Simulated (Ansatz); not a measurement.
The parent structure is CdS in the zinc blende structure (space group F-43m, No. 216; a = 5.824 Å). Axes: x, y, z lie along the cube axes.

Calculations: Kohn–Sham DFT with the PBEsol functional, run in Ansatz (an electronic-structure program) with PAW and 420 eV plane waves, spin-orbit coupling left out.

Strains are applied to the cell and any free atomic positions relax.

One change was made to it. Results:

| quantity | base | after |
|---|---|---|
| valence-band top at Γ (three highest levels, from the VBM) | 0.00, 0.00, 0.00 eV | 0.00, 0.00, -0.08 eV |
| energy relative to the base (free energy F) | 0 meV/atom | +3.5 meV/atom |
| gap character | direct at Γ | direct at Γ |

### Question
Name the change that was made.
(A) uniaxial strain ε_zz = +2.00 %
(B) uniaxial strain ε_zz = −0.50 %
(C) uniaxial strain ε_zz = −3.00 %
(D) uniaxial strain ε_zz = +3.00 %
(E) uniaxial strain ε_zz = +2.50 %

### Answer
E, uniaxial strain ε_zz = +2.50 %. For comparison, the valence-band top at Γ in the other runs: uniaxial strain ε_zz = +2.00 % gives 0.00, 0.00, -0.06 eV; uniaxial strain ε_zz = +3.00 % gives 0.00, 0.00, -0.09 eV; uniaxial strain ε_zz = −0.50 % gives 0.00, -0.02, -0.02 eV; uniaxial strain ε_zz = −3.00 % gives 0.00, -0.09, -0.09 eV.

Gaps are read on the SCF mesh and a high-symmetry path. Whether these cells are dynamically stable was not tested. k-point labels follow each cell's own Brillouin zone.
